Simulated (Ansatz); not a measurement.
# MgO: response to strain

The parent structure is MgO in the rock salt structure (space group Fm-3m, No. 225; a = 4.204 Å). Axes: x, y, z lie along the cube axes.

Strains are applied to the cell and any free atomic positions relax; under biaxial strain the out-of-plane vector relaxes too.

All numbers come from Ansatz (a program for electronic structure) r2SCAN, no spin-orbit coupling.

```json
[
 {"biaxial strain, plane normal [001], relaxed out of plane (%)": "0", "out-of-plane strain (%)": "0.00"},
 {"biaxial strain, plane normal [001], relaxed out of plane (%)": "0.5", "out-of-plane strain (%)": "-0.30"},
 {"biaxial strain, plane normal [001], relaxed out of plane (%)": "1", "out-of-plane strain (%)": "-0.59"},
 {"biaxial strain, plane normal [001], relaxed out of plane (%)": "1.5", "out-of-plane strain (%)": "-0.88"},
 {"biaxial strain, plane normal [001], relaxed out of plane (%)": "2", "out-of-plane strain (%)": "-1.16"},
 {"biaxial strain, plane normal [001], relaxed out of plane (%)": "2.5", "out-of-plane strain (%)": "?"},
 {"biaxial strain, plane normal [001], relaxed out of plane (%)": "3", "out-of-plane strain (%)": "-1.69"}
]
```

**Question.** Fit ε⊥ = −νε + γε² (strains in %) to the rows shown and predict the withheld row.

**Answer.** Least squares on the printed values gives ν = 0.61 (the biaxial Poisson response) and γ = 0.015 (largest residual 0.00 %); this predicts -1.43 %, and the run gives -1.43 %, in agreement.

Stability against distortions was not tested.
